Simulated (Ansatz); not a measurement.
A relaxation of the atoms of Nb₃Al₂Mo₃ (P1, 8 atoms in the cell) with Ansatz (a program for electronic structure).

Level of theory: PBEsol, default PAW files made with PBE (plane waves; Ansatz).

The change in words: atoms moved at random; relax: default → atoms; relax.f_tol: default → 0.03 eV/Å. Reference geometry:
```yaml
crystal:
  lattice:
    - [3.61050, 2.08452, 2.92996]
    - [-3.61050, 2.08452, 2.92996]
    - [0.00000, -4.16905, 2.92996]
  atoms:
    - { symbol: Al, position: [0.75189, 0.75189, 0.75189] }
    - { symbol: Al, position: [0.24811, 0.24811, 0.24811] }
    - { symbol: Nb, position: [0.24625, 0.75375, 0.50000] }
    - { symbol: Nb, position: [0.50000, 0.24625, 0.75375] }
    - { symbol: Nb, position: [0.75375, 0.50000, 0.24625] }
    - { symbol: Mo, position: [0.24973, 0.75028, 0.00000] }
    - { symbol: Mo, position: [0.00000, 0.24973, 0.75028] }
    - { symbol: Mo, position: [0.75028, 0.00000, 0.24973] }
```

Reference input (self-consistent single point, DFT, PBEsol, plane waves, default PAW files made with PBE): basis.ecutwfc = 30.9 Ry; kpoints.mp_grid.grid = 5 5 5; hamiltonian.xc = pbesol; hamiltonian.pseudopotentials = {kind: paw} (the program's default PAW files); scf.occupations.method = fermi_dirac; scf.occupations.width = 0.0037 Ry. This run's input differs from it in these lines:

Ansatz 0.2 input:
```diff
@@ -7,10 +7,10 @@
   atoms:
-    - { symbol: Al, position: [0.751890, 0.751890, 0.751890] }
-    - { symbol: Al, position: [0.248110, 0.248110, 0.248110] }
-    - { symbol: Nb, position: [0.246250, 0.753750, 0.500000] }
-    - { symbol: Nb, position: [0.500000, 0.246250, 0.753750] }
-    - { symbol: Nb, position: [0.753750, 0.500000, 0.246250] }
-    - { symbol: Mo, position: [0.249725, 0.750275, 0.000000] }
-    - { symbol: Mo, position: [0.000000, 0.249725, 0.750275] }
-    - { symbol: Mo, position: [0.750275, 0.000000, 0.249725] }
+    - { symbol: Al, position: [0.751679, 0.754084, 0.745825] }
+    - { symbol: Al, position: [0.240994, 0.250202, 0.248565] }
+    - { symbol: Nb, position: [0.247881, 0.757022, 0.497399] }
+    - { symbol: Nb, position: [0.499840, 0.242446, 0.754739] }
+    - { symbol: Nb, position: [0.753765, 0.503050, 0.248249] }
+    - { symbol: Mo, position: [0.253200, 0.753803, 0.000316] }
+    - { symbol: Mo, position: [-0.000571, 0.244075, 0.756359] }
+    - { symbol: Mo, position: [0.753211, -0.004682, 0.248549] }
 basis:
@@ -24,2 +24,4 @@
   occupations: { method: fermi_dirac, width: 0.0037 Ry }
+relax:
+  f_tol: 0.03
 output:
```

Output, abridged:

```
   [... SCF lines of the steps left out ...]
relax step   1: F+E_penalty+E_count = -29229.52395950 eV  Δ(F+E_penalty+E_count) = +0.000e0 eV  max|allowed force component| = 3.426e-1 eV/Å  Δτ_max = 0.0000 Å  (6 SCF iters, dr2 threshold 2.25e-5 eV, accepted)
relax step   2: F+E_penalty+E_count = -29229.43453031 eV  Δ(F+E_penalty+E_count) = +8.943e-2 eV  max|allowed force component| = 6.836e-1 eV/Å  Δτ_max = 0.1299 Å  (6 SCF iters, dr2 threshold 7.33e-6 eV, rejected (line search))
relax step   3: F+E_penalty+E_count = -29229.56024870 eV  Δ(F+E_penalty+E_count) = -3.629e-2 eV  max|allowed force component| = 7.699e-3 eV/Å  Δτ_max = 0.0483 Å  (6 SCF iters, accepted)
Free energy (F): -29229.560249 eV
Internal energy: -29229.485053 eV  (E = F + TS)
E sigma→0 (E₀):  -29229.522651 eV
Entropy (-TS):   -0.075196 eV (-9.400 meV/atom)
Fermi energy:    16.120897 eV
--- Forces (eV/Å), atoms counted from 1 ---
  atom   1  Al     0.00007412    -0.00129516    -0.00140884
  atom   2  Al     0.00274547     0.00119603     0.00122476
  atom   3  Nb    -0.00770021    -0.00003034    -0.00164511
  atom   4  Nb     0.00230294    -0.00695051    -0.00032901
  atom   5  Nb     0.00606737     0.00671193    -0.00073354
  atom   6  Mo     0.00079168    -0.00311223    -0.00036759
  atom   7  Mo    -0.00104982     0.00441753     0.00155376
  atom   8  Mo    -0.00324458    -0.00094860     0.00166495
--- Stress (GPa, compression-positive) ---
       -7.226160       0.000385      -0.000195
   [... lines left out ...]
    - { symbol: Nb, position: [0.7522984785266025, 0.5000229065891444, 0.24764576379474895] }
    - { symbol: Mo, position: [0.2506636229546981, 0.7494379074436273, -2.8341497026018736e-5] }
    - { symbol: Mo, position: [-2.45359322344485e-5, 0.2505238662265249, 0.749454167540911] }
    - { symbol: Mo, position: [0.7493993829846344, -5.471985712496297e-5, 0.25055586397096463] }
```

The run converged.  The full log also holds: “iter 5 did not close the SCF: its close was put off for the readings that it lacked (scf_convergence_deferred on its scf_iter line)”. The full log also holds: “iter 5 did not close the SCF: its close was put off for the readings that it lacked (scf_convergence_deferred on its scf_iter line)”.

Summary of the result:
* **Free energy E − TS (on the zero of these files)**: -29229.5602 eV
* **Fermi level (on the code's own zero)**: 16.12 eV
* **Pressure**: -7.14 GPa
* **Largest force (vector length)**: 0.009 eV/Å
* **Relaxation steps**: 3

The starting cell comes from a database of computed structures (which also holds hypothetical and non-ambient phases and stackings), without a prior relaxation at this level. For this run, on top of that: atoms moved at random. Spin polarisation is off. Ansatz's pressure includes its estimate of the finite-basis (Pulay) stress.

Cost on one core of a shared machine: roughly 2 min.
